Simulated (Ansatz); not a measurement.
## K: isotropic strain +1.50 %

Start from K in the bcc (W type) structure (space group Im-3m, No. 229; a = 5.215 Å; relaxed with 0.1 eV smearing).

Now apply this change: an isotropic linear strain of +1.50 %; the atoms relax in the strained cell.

Calculations: plane-wave PAW DFT at the PBEsol level (Ansatz, a first-principles code, 420 eV), spin-orbit coupling left out. Γ-centred 18×18×18 mesh, Fermi–Dirac width 0.1 eV.

| quantity | base | changed | shift |
|---|---|---|---|
| volume per atom | 70.90 Å³ | 74.14 Å³ | +3.24 Å³ |
| space group | Im-3m (No. 229) | Im-3m (No. 229) | – |
| energy relative to the base (free energy F) | 0 meV/atom | +1.4 meV/atom | +1.4 meV/atom |
| pressure | 0.0 GPa | -0.1 GPa | -0.15 GPa |
| band gap | zero | zero | – |

Cost of the whole job for the changed cell (relaxation, final SCF and bands): very roughly 7 core-seconds.

Stability against distortions was not tested.
